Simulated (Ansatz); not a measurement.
# Element substitutions in BeTe

The parent structure is BeTe in the zinc blende structure (space group F-43m, No. 216).

```cif
data_Be4Te4
_chemical_formula_sum 'Te4 Be4'
_space_group_name_H-M_alt 'F-43m'
_space_group_IT_number 216
_space_group_name_Hall 'F -4 2 3'
_cell_length_a 5.66365
_cell_length_b 5.66365
_cell_length_c 5.66365
_cell_angle_alpha 90.000
_cell_angle_beta 90.000
_cell_angle_gamma 90.000
loop_
_atom_site_label
_atom_site_type_symbol
_atom_site_symmetry_multiplicity
_atom_site_Wyckoff_symbol
_atom_site_fract_x
_atom_site_fract_y
_atom_site_fract_z
_atom_site_occupancy
Te1 Te 4 c 0.25000 0.25000 0.25000 1
Be1 Be 4 a 0.00000 0.00000 0.00000 1
```
(The calculation used a cell of 2 atoms; values per cell refer to that cell.)

Each row replaces one element on all its sites; cell and atoms are relaxed.

Levels (all Ansatz, a quantum-chemistry and plane-wave program, PAW): PBE (420 eV, no SOC); PBEsol (420 eV, scalar-relativistic without spin-orbit coupling).

The base cell above is that of PBE; each level relaxes its own structures.

| case | band gap, PBE | band gap, PBEsol |
|---|---|---|
| Te → Se | 2.67 eV | 2.47 eV |
| Te → Cd | zero | zero |
| Be → B | zero | zero |
| Te → S | 3.15 eV | 2.91 eV |

The two levels differ by at most about 0.24 eV. They put the cases in the same order.

With Te present, leaving out spin-orbit coupling can change the band edges. Stability against distortions was not tested. As relaxed here, BeCd and BTe are hypothetical phases, not in the database extracts checked. All final runs are without spin polarisation. An odd electron count without spin: BTe.
